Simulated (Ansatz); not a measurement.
**What biaxial strain +1.20 %, plane normal [001], relaxed out of plane does to KMgF3**

The parent structure is KMgF3 in the cubic perovskite structure (space group Pm-3m, No. 221; a = 3.9913 Å). Axes: x, y, z lie along the cube axes.

The change: tensile biaxial strain of 1.20 % in the plane normal to [001], as in epitaxy on a mismatched substrate; the out-of-plane cell vector and the atoms relax.

The values are results of PBEsol (Ansatz, a program for electronic structure, PAW, no spin-orbit coupling), not measurements. k-mesh 8×8×8 (Γ-centred); smearing 0.05 eV (Fermi–Dirac).

The volume per atom goes up by 0.22 Å³ to 12.94 Å³ and the space group changes from Pm-3m (No. 221) to P4/mmm (No. 123). The shortest interatomic distance falls by 0.013 Å to 1.983 Å and the energy goes up by 1.7 meV/atom. The pressure (mean of the normal stresses, compression positive) falls by 1.17 GPa to -1.16 GPa and the band gap falls by 0.13 eV (7.12 eV → 6.99 eV). The gap character amounts to indirect, A → Γ and the smallest direct gap drops by 0.13 eV, from 7.44 eV to 7.31 eV. The electron mass stays 0.51 mₑ (at Γ) and the out-of-plane strain is -0.65 %. The ratio −ε⊥/ε∥ amounts to 0.54 and the mean in-plane stress (compression positive) comes out as -1.7 GPa.

Masses are band curvatures over ±0.01 Å⁻¹ around the edge. No phonon test of stability was made. Labels are those of the standard path for the cell's own space group.
